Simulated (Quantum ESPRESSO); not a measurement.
A short convergence ladder for Ba2H3I (P3m1, 6 atoms in the cell)

```
Ba2H3I
1.0
    4.51372     0.00000     0.00000
   -2.25686     3.90899     0.00000
    0.00000     0.00000     8.07895
Ba H I
2 3 1
Cartesian
  2.25686   1.30300   5.58182
  0.00000   2.60600   2.54713
  2.25686   1.30300   2.87691
  0.00000   2.60600   5.20204
  0.00000   0.00000   4.03948
  0.00000   0.00000   0.00000
```

Base method: LDA (PZ), GBRV 1.5 ultrasoft (LDA) pseudopotentials (plane waves; Quantum ESPRESSO).

Base settings: ecutwfc = 40 Ry; ecutrho = 200 Ry; occupations = fixed; potentials = {Ba: ba_lda_v1.uspp.F.UPF, H: h_lda_v1.4.uspp.F.UPF, I: i_lda_v1.uspp.F.UPF}; K_POINTS = automatic 3 3 2 0 0 0; nbnd = 19; conv_thr = 1e-09 Ry; mixing_beta = 0.7.

**The width of Fermi-Dirac smearing**

In this ladder: occupations = smearing; nbnd = default; smearing = fd.

The mesh stays at the base's, so the ladder's end is converged at best in this setting alone.

Only quantities that move along the ladder and can be compared are tabulated.

```tsv
degauss	free energy less the last step's (meV/atom)	pressure (GPa)	largest difference of a force vector from the last step's (eV/Å)
0.073499 Ry	-234.83	-1.43	0.154
0.036749 Ry	-17.81	-2.40	0.100
0.0147 Ry	-0.18	-2.51	0.005
0.0073499 Ry	0.00	-2.52	0.000
0.00147 Ry	0.00	-2.52	0.000
```

Widest degauss that holds the free energy within 5 meV/atom of the last step, with all finer ones: 0.0147 Ry; the step before is off by 18 meV/atom.

Widest degauss that holds the pressure within 0.5 GPa of the last step, with all finer ones: 0.036749 Ry; the step before is off by 1.1 GPa.

Widest degauss that holds the forces within 0.005 eV/Å of the last step, with all finer ones: 0.0147 Ry; the step before is off by 0.100 eV/Å.

On the base run: the starting cell comes from a database of computed structures (which also holds hypothetical and non-ambient phases and stackings), without a prior relaxation at this level. Its lattice was rescaled by up to half a per cent. One atom was moved a little off its site on purpose.
